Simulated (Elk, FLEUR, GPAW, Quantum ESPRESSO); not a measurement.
# EuAgSb (P6_3/mmc, 6 atoms in the cell) computed with different codes at matched settings

Self-consistent single point.

```xyz
6
Lattice="4.7600 0.0000 0.0000 -2.3800 4.1223 0.0000 0.0000 0.0000 8.3011" Properties=species:S:1:pos:R:3 pbc="T T T"
Eu     0.0000     0.0000     0.0000
Eu     0.0000     0.0000     4.1506
Ag     0.0000     2.7482     6.2259
Ag     2.3800     1.3741     2.0753
Sb     0.0000     2.7482     2.0753
Sb     2.3800     1.3741     6.2259
```
Moments meant for the start (each program seeds them in its own way; μB, in the order of the atoms Eu Eu Ag Ag Sb Sb): 7.0 7.0 0.0 0.0 0.0 0.0.

All programs got the same cell, k-point mesh and kind of occupations, and the same starting moments (in Elk's words: spinpol = true; swidth = 0.00183747 Ha); potentials, basis and cutoffs are each program's usual ones.

```tsv
code	model	size of the net moment (μB/atom)	cutoff
Elk	LDA (PW92), all-electron FP-LAPW, Elk's shipped species files, APW+lo basis with extra local orbitals	2.34	rgkmax 7.5
GPAW	LDA (Perdew-Wang 92), GPAW PAW datasets LDA (gpaw-data 1.0.1)	2.33	800 eV
FLEUR	LDA (Perdew-Zunger), all-electron FLAPW (FLEUR), scalar-relativistic valence	2.33	Kmax 4.2 1/bohr
Quantum ESPRESSO	LDA (PZ), SSSP 1.1.2 efficiency (PBE) pseudopotentials	2.32	60 Ry
```

The spread over the programs that give each value: size of the net moment within 0.02 μB/atom.

The starting cell comes from a database of computed structures (which also holds hypothetical and non-ambient phases and stackings), without a prior relaxation at this level. On Elk's run: Spin-orbit coupling is off. The magnetic order is the one reached from the typed start; others were not searched systematically. With U or open f shells several self-consistent states can exist. The f electrons are in the valence without U or exact exchange, which can misplace them near the Fermi level. Spin-orbit terms, which matter for f shells, are left out. Values depend on the basis (sphere radii, cutoffs, local orbitals), which need not be converged. Without a gap this mesh is coarse (it stands for a supercell whose shortest vector is 17 Å).

Problem. Why do the programs differ, and what cannot be compared?

Solution. Differences of this kind can come from the potentials, where these differ, and from what each basis and cutoff leave unconverged. The valence holds different numbers of electrons (GPAW 98, FLEUR 98, Quantum ESPRESSO 102). The zero of total energies and Fermi levels follows the potentials and each program's conventions, so they are not compared here. Elk and FLEUR treat all electrons, but the usual bases taken here (sphere radii, linearisation, local orbitals, empty states) were not tested for convergence, so the values are no reference for the others. The same LDA comes in different parametrisations, which differ slightly. Site moments depend on each program's spheres or projections; the total moment of the cell does not.

The shared mesh is coarse (it stands for a supercell whose shortest vector is 17 Å), so the values are not converged in it.

Left out of this page: Ansatz (with a known weakness of the program).
